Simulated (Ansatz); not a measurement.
A computed series for hypothetical NiAs type KH: response to strain

Take KH in the NiAs type structure (space group P6_3/mmc, No. 194; a = 3.8546 Å, c = 6.8263 Å; a hypothetical phase, not in the database extracts checked) as the base. Axes: x lies along a and z along c of the hexagonal cell.

Strains are applied to the cell and any free atomic positions relax; under biaxial strain the out-of-plane vector relaxes too.

The values are results of PBEsol (Ansatz, a first-principles code; PAW; 420 eV plane waves; scalar-relativistic without spin-orbit coupling), not measurements.

| biaxial strain, plane normal [001], relaxed out of plane (%) | out-of-plane strain (%) |
|---|---|
| -4.74 | 0.66 |
| -3.17 | ? |
| -3.05 | 0.38 |
| -1.06 | 0.11 |
| 0 | 0.00 |

Fit ε⊥ = −νε + γε² (strains in %) to the rows shown and predict the withheld row.

Least squares on the printed values gives ν = 0.10 (the biaxial Poisson response) and γ = 0.009 (largest residual 0.00 %); this predicts 0.40 %, and the run gives 0.39 %, in agreement.

Whether these cells are dynamically stable was not tested.
